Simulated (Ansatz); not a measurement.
F on the 1x1 (100) surface of fcc Cu, one in a 2x2 cell, energies for each (26.4 Å²). Energies are against ½ F2(g), without zero-point or thermal terms; each row is named by its start.

The numbers are results of PBE (plane waves to 420 eV, PAW; Ansatz, an electronic-structure program), not measurements.

Task: Which site binds most strongly?
(A) bridge Cu-Cu (span 2.6 Å)
(B) hollow Cu-Cu-Cu-Cu over Cu at depth 1.8 Å
(C) top Cu

Result: A, bridge Cu-Cu (span 2.6 Å). Adsorption energies: bridge Cu-Cu (span 2.6 Å) -2.92 eV; hollow Cu-Cu-Cu-Cu over Cu at depth 1.8 Å -2.83 eV; top Cu -2.44 eV.
